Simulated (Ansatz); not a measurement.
**Ge: response to strain**

The reference is Ge in the diamond structure (space group Fd-3m, No. 227; a = 5.676 Å).

Strains are applied to the cell and any free atomic positions relax.

Computed with PBEsol (Ansatz, a first-principles code, PAW, without spin-orbit coupling).

Notes on the quantities. energy relative to the base: free energy F.

```csv
change,pressure,band gap,energy relative to the base
base,0.0 GPa,zero,0 meV/atom
isotropic strain −3.00 %,7.6 GPa,0.35 eV,+43 meV/atom
isotropic strain −2.50 %,6.1 GPa,0.33 eV,+30 meV/atom
isotropic strain −1.00 %,[?],[?],[?]
isotropic strain −0.50 %,1.0 GPa,zero,+1.1 meV/atom
isotropic strain +0.50 %,-1.0 GPa,zero,+1.1 meV/atom
isotropic strain +1.50 %,-2.7 GPa,zero,+9.2 meV/atom
isotropic strain +2.00 %,-3.5 GPa,zero,+16 meV/atom
isotropic strain +2.50 %,-4.2 GPa,zero,+25 meV/atom
isotropic strain +3.00 %,-4.8 GPa,zero,+35 meV/atom
```

**Question.** Some entries are withheld; estimate them.

**Answer.** 
- isotropic strain −1.00 %, pressure: 2.2 GPa
- isotropic strain −1.00 %, band gap: 0.17 eV
- isotropic strain −1.00 %, energy relative to the base: +4.4 meV/atom

Stability against distortions was not tested. Gaps under 0.05 eV, about the width of the smearing, are given as zero. A zero or small gap of Ge can be the functional's error rather than a property of the material.
